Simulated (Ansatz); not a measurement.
Take TiAl (space group P4/mmm, No. 123; a = 2.813 Å, c = 4.062 Å; relaxed with 0.1 eV smearing) as the base. Axes: x, y, z lie along a, b, c of the conventional cell.

Level of theory: r2SCAN/PAW in Ansatz (an electronic-structure program), scalar-relativistic without spin-orbit coupling.

Base values:

```
Property                        Result
-----------------------------  -------
Pressure                       0.0 GPa
Shortest interatomic distance  2.813 Å
```

Now apply this change: uniaxial strain ε_zz = +2.50 %, all other strain components held at zero; the atoms relax in the strained cell.

### Question
Predict the new energy relative to the base, pressure and shortest interatomic distance.

### Answer
The energy grows by 5.7 meV/atom; the pressure (mean of the normal stresses, compression positive) goes from zero to -2.8 GPa; the shortest interatomic distance remains 2.813 Å.

Whether these cells are dynamically stable was not tested. All final runs are without spin polarisation.
